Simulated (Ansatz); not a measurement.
Adsorption energy and surface dipole of H on the 1x1 (0001) surface of hcp Ti, one in a 2x1 cell, started at the site 'hollow Ti-Ti-Ti', worked from the runs' numbers; total energies count from the potentials' own zero.

These are PBE (plane waves to 420 eV, PAW; Ansatz, a first-principles code) values and carry that method's errors.

Model: 9-atom slab, 6.8 Å thick at the start under the adsorbate (thin: gaps and levels are the slab's own), 6x12x1 mesh, Fermi-Dirac 0.1 eV, dipole correction, 4 atoms held, the rest relaxed; start symmetry kept, larger cells not searched; no spin, no spin-orbit, no U, no dispersion correction. At the end it is bonded to 3 Ti. In PBE it is, or lies within 0.03 eV of, the lowest of the starts that converged.

```tsv
quantity	value
slab with the adsorbate	-20010.635 eV
clean slab, same cell and mesh	-19993.663 eV
reference, ½ H2(g)	-15.872 eV
area of the cell	14.96 Å²
change of the step from the bottom to the top vacuum level	-0.077 eV
```

Problem. What is the adsorption energy against this reference?

Solution. E(slab + adsorbate) − E(slab) − E(reference) = -1.10 eV, so in this state the adsorbate is more stable than in the reference, at a coverage of 6.69 a nm².
